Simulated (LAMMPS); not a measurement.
An MD run on a melt made from Ni (fcc), 4000 atoms, at 2160 K and 0 GPa, brought to that temperature within a few picoseconds.

All values are model results, not measurements: classical MD, pair style eam/alloy, file CuNi.eam.alloy (LAMMPS).

```tsv
r (Å)	g(r)
1.780	0.000
1.820	0.001
1.860	0.001
1.900	0.006
1.940	0.021
1.980	0.061
2.020	0.149
2.060	0.319
2.100	0.541
2.140	0.881
2.180	1.22
2.220	1.59
2.260	1.94
2.300	2.19
2.340	2.37
2.380	2.44
2.420	2.45
2.460	2.38
2.500	2.32
2.540	2.18
2.580	2.01
2.620	1.89
2.660	1.75
2.700	1.60
2.740	1.47
2.780	1.34
2.820	1.22
2.860	1.15
2.900	1.06
2.940	0.985
2.980	0.909
3.020	0.858
3.060	0.813
3.100	0.775
3.140	0.736
3.180	0.699
3.220	0.696
3.260	0.670
3.300	0.653
3.340	0.653
3.380	0.638
3.420	0.633
3.460	0.642
3.500	0.644
3.540	0.650
3.580	0.646
3.620	0.666
3.660	0.678
3.700	0.698
3.740	0.742
3.780	0.761
3.820	0.786
3.860	0.808
3.900	0.847
3.940	0.872
3.980	0.888
4.020	0.941
4.060	0.970
4.100	1.01
4.140	1.03
4.180	1.06
4.220	1.09
4.260	1.12
4.300	1.13
4.340	1.17
4.380	1.19
4.420	1.21
4.460	1.21
4.500	1.22
4.540	1.24
4.580	1.23
4.620	1.23
4.660	1.23
4.700	1.21
4.740	1.19
4.780	1.19
4.820	1.16
4.860	1.15
4.900	1.13
4.940	1.11
4.980	1.08
5.020	1.06
5.060	1.04
5.100	1.01
5.140	0.989
5.180	0.978
5.220	0.951
5.260	0.934
5.300	0.920
5.340	0.897
5.380	0.898
5.420	0.887
5.460	0.877
5.500	0.873
5.540	0.865
5.580	0.868
5.620	0.864
5.660	0.872
5.700	0.881
5.740	0.881
5.780	0.887
5.820	0.899
5.860	0.902
```

Read from the full data:
- state found: liquid
- first peak of g(r): 2.41 Å, height 2.5
- coordination number: 12.8 (counted to 3.46 Å)
